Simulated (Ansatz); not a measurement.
Consider CoSi2 (space group Fm-3m, No. 225; a = 5.3147 Å; non-magnetic).

Computed with r2SCAN, PAW, 500 eV (Ansatz, a quantum-chemistry and plane-wave program; no SOC), earlier PAW set.

Base values:

- Volume per atom = 12.51 Å³

Modification: Tl takes the place of Co on all its sites, then cell and atoms are relaxed.

Tabulated Pauling electronegativity and covalent radius: Co 1.88, 1.26 Å; Tl 1.62, 1.45 Å.

Problem. How does this affect the volume per atom?

Solution. The volume per atom goes up by 11.82 Å³ (12.51 Å³ → 24.33 Å³).

No phonon test of stability was made. As relaxed here, TlSi2 is a hypothetical phase, not in the database extracts checked. Starting moments died away, wholly or in part, for the base; another magnetic solution may exist. All final runs are without spin polarisation. An odd electron count without spin: TlSi2 and CoSi2.
